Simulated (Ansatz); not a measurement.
Start from MgO in the rock salt structure (space group Fm-3m, No. 225; a = 4.214 Å). Axes: x, y, z lie along the cube axes.

Now apply this change: uniaxial strain ε_xx = −0.91 %, all other strain components held at zero, atoms relaxed at fixed cell.

Levels (all Ansatz, a first-principles code, PAW): PBEsol (420 eV, scalar-relativistic without spin-orbit coupling); r2SCAN (500 eV, no spin-orbit coupling); HSE06 (420 eV, no spin-orbit coupling).

At the geometry relaxed with PBEsol, these levels gave the following band gaps, in shuffled order: (a) 6.56 eV, (b) 5.70 eV, (c) 4.70 eV.

Q: Match each gap to its level.

A: (a) HSE06; (b) r2SCAN; (c) PBEsol.

Single points use the geometry relaxed with PBEsol. Whether these cells are dynamically stable was not tested. The base started in P3_121 and relaxed to Fm-3m at this level.
